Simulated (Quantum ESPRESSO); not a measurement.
```
CELL_PARAMETERS angstrom
      2.29869    -2.29869     3.25084
      2.29869     2.29869     3.25084
     -2.29869    -2.29869     3.25084
ATOMIC_POSITIONS crystal
  Ta 0.50000 0.75000 0.25000
  Ta 0.50000 0.25000 0.75000
  Ta 0.01538 0.49231 0.49231
  W  0.00000 0.00000 0.00000
```

Computed with LDA (PZ), GBRV 1.5 ultrasoft (LDA) pseudopotentials (plane waves; Quantum ESPRESSO).

The set-up and first iterations of a Quantum ESPRESSO log for Ta₃W (I4mm, 4 atoms in the cell):

```
     Message from routine iosys:
     BEWARE:  force calculation with tetrahedra (not recommanded)
     Message from routine iosys:
     BEWARE: stress calculation with tetrahedra (not recommanded)
     [opt_tetra]  Optimized tetrahedron method is used.
     G-vector sticks info
     --------------------
     sticks:   dense  smooth     PW     G-vecs:    dense   smooth      PW
     Sum        1663     847    283                44735    15905    3119

     bravais-lattice index     =            7
     lattice parameter (alat)  =       8.6878  a.u.
     unit-cell volume          =     463.6743 (a.u.)^3
     number of atoms/cell      =            4
     number of atomic types    =            2
     number of electrons       =        53.00
     number of Kohn-Sham states=           32
     kinetic-energy cutoff     =      40.0000  Ry
     charge density cutoff     =     320.0000  Ry
     scf convergence threshold =      1.0E-10
   [... lines left out ...]
                                                       1.350   1.350   1.350
                                                       1.350

     atomic species   valence    mass     pseudopotential
     Ta               13.00   180.94790     Ta( 1.00)
     W                14.00   183.84000     W ( 1.00)

      4 Sym. Ops. (no inversion) found

   Cartesian axes

     site n.     atom                  positions (alat units)
         1        Ta     tau(   1) = (   0.0000000  -0.5000000   0.3535534  )
         2        Ta     tau(   2) = (   0.0000000  -1.5000000   1.0606602  )
         3        Ta     tau(   3) = (   0.0076900  -1.0076900   0.7071068  )
         4        W      tau(   4) = (   0.0000000   0.0000000   0.0000000  )

     number of k points=    46 (tetrahedron method)
                       cart. coord. in units 2pi/alat
        k(    1) = (   0.0000000   0.0000000   0.0000000), wk =   0.0092593
        k(    2) = (  -0.1666667   0.0000000   0.1178511), wk =   0.0740741
        k(    3) = (  -0.3333333   0.0000000   0.2357023), wk =   0.0740741
   [... 43 lines left out ...]

     Dense  grid:    44735 G-vectors     FFT dimensions: (  50,  50,  50)

     Smooth grid:    15905 G-vectors     FFT dimensions: (  36,  36,  36)

     Initial potential from superposition of free atoms

     starting charge      52.8970, renormalised to      53.0000

     negative rho (up, down):  3.360E-01 0.000E+00
     Self-consistent Calculation

     iteration #  1     ecut=    40.00 Ry     beta= 0.70

     Threshold (ethr) on eigenvalues was too large:
     Diagonalizing with lowered threshold

     negative rho (up, down):  3.451E-01 0.000E+00

     total energy              =    -584.96341978 Ry
     estimated scf accuracy    <       0.11043017 Ry

     iteration #  2     ecut=    40.00 Ry     beta= 0.70

     negative rho (up, down):  3.489E-01 0.000E+00

     total energy              =    -584.97849049 Ry
     estimated scf accuracy    <       0.01490585 Ry

     iteration #  3     ecut=    40.00 Ry     beta= 0.70

     negative rho (up, down):  3.498E-01 0.000E+00

     total energy              =    -584.97400514 Ry
     estimated scf accuracy    <       0.08897548 Ry
```

Q: How does the run end?

A: The run ended unconverged after 100 iterations. It gives no final result for the task that was set. The log goes on:

```
   [... 95 blocks of this kind left out ...]

     iteration # 99     ecut=    40.00 Ry     beta= 0.70

     negative rho (up, down):  3.510E-01 0.000E+00

     total energy              =    -584.98579071 Ry
     estimated scf accuracy    <       0.00000018 Ry

     iteration #100     ecut=    40.00 Ry     beta= 0.70

     negative rho (up, down):  3.510E-01 0.000E+00

     total energy              =    -584.98579071 Ry
     estimated scf accuracy    <       0.00000018 Ry
     End of self-consistent calculation

     convergence NOT achieved after 100 iterations: stopping

   JOB DONE.
```

The starting cell comes from a database of computed structures (which also holds hypothetical and non-ambient phases and stackings), without a prior relaxation at this level. Its lattice was rescaled by up to half a per cent. One atom was moved a little off its site on purpose.

The run was DFT, LDA (PZ), plane waves, GBRV 1.5 ultrasoft (LDA) pseudopotentials. Main settings of its input:

| setting | value |
|---|---|
| ecutwfc | 40 Ry |
| ecutrho | 320 Ry |
| occupations | tetrahedra_opt |
| potentials | {Ta: ta_lda_v1.uspp.F.UPF, W: w_lda_v1.2.uspp.F.UPF} |
| K_POINTS | automatic 6 6 6 0 0 0 |
| conv_thr | 1e-10 Ry |
| mixing_beta | 0.7 |
